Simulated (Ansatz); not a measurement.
For InP (model structure, started from the BeO type, P4₂/mnm, No. 136, 8 atoms in the cell), PBE-D3(BJ) (PAW; Ansatz, a program for electronic structure) gives:

lattice parameter a: 7.186 Å
c axis length: 4.183 Å
cohesive energy: 3.36 eV/atom

Task: What does r²SCAN (Ansatz, PAW) give for the same quantities?

Result: 
- lattice constant a: 7.203 Å (grows by 0.2 %)
- lattice parameter c: 4.186 Å (grows by 0.1 %)
- cohesive energy: 3.20 eV/atom (decreases by 0.16 eV/atom)

Changes are worked out from the printed values.

Unless a cell is named, each level is at its own relaxed cell (PBE-D3(BJ) 27.00, r²SCAN 27.15 Å³/atom).

Levels without +SOC leave out spin–orbit coupling, which shifts energies and cells of such heavy elements.

Ansatz's density-functional and Hartree–Fock values are scalar-relativistic unless marked +SOC, with PAW data made under PBE.

A model structure was made by putting elements into a prototype or built by hand; it is no filed structure, need not be a known phase, and can be a saddle point held by its symmetry.
